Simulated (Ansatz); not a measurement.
Start from W in the bcc (W type) structure (space group Im-3m, No. 229).

```
CELL_PARAMETERS angstrom
     -1.58464     1.58464     1.58464
      1.58464    -1.58464     1.58464
      1.58464     1.58464    -1.58464
ATOMIC_POSITIONS crystal
  W  0.00000 0.00000 0.00000
```

Calculations: r2SCAN/PAW in Ansatz (a quantum-chemistry and plane-wave program), no spin-orbit coupling.

Before the change:

- Pressure = 0.0 GPa
- Band gap = zero

The change: the cell is scaled by 0.9930 in all directions, atoms relaxed at fixed cell.

Q: What happens to the pressure, energy relative to the base and band gap?

A: The pressure goes from zero to 7.0 GPa; the energy goes up by 7.1 meV/atom; the band gap stays zero.

The cells carry an imposed strain or load. Whether these cells are dynamically stable was not tested. All final runs are without spin polarisation.
